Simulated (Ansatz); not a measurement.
Consider W in the bcc (W type) structure (space group Im-3m, No. 229; a = 3.184 Å; relaxed with 0.1 eV smearing).

Computed with plane-wave PAW DFT at the PBE level (Ansatz, a first-principles code, 420 eV), no spin-orbit coupling.

For the base:

- Pressure: 0.0 GPa
- Band gap: zero

Modification: the cell is scaled by 1.0300 in all directions; the atoms relax in the strained cell.

Q: Predict the new energy relative to the base.

A: The energy rises by 112 meV/atom.

Q: What does the calculation give for the pressure after the change?

A: The pressure goes from zero to -22.3 GPa.

Q: How does this affect the band gap?

A: The band gap is still zero.

Stability against distortions was not tested. The final runs are not spin-polarised.
